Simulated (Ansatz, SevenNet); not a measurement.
For MoP (P-6m2, No. 187, 2 atoms in the cell; start mp-219), the machine-learned potential SevenNet-l3i5 (trained on PBE and PBE+U data) gives:

lattice parameter a: 3.249 Å
lattice parameter c: 3.195 Å

Question: What does PBE-D3(BJ) (plane waves, PAW; Ansatz, a first-principles code) give for the same quantities?

Answer: 
- lattice constant a: 3.199 Å (drops by 1.5 %)
- lattice parameter c: 3.175 Å (decreases by 0.6 %)

Changes are worked out from the printed values.

Unless a cell is named, each level is at its own relaxed cell (SevenNet-l3i5 14.60, PBE-D3(BJ) 14.07 Å³/atom).

Caveats: the relaxation could not lower the start's symmetry, so the cell can be a saddle point above a distorted one (SevenNet-l3i5, PBE-D3(BJ)). Ansatz's density-functional and Hartree–Fock values are scalar-relativistic unless marked +SOC, with PAW data made under PBE.

A start named mp-… is a Materials Project structure, which need not be a measured phase.
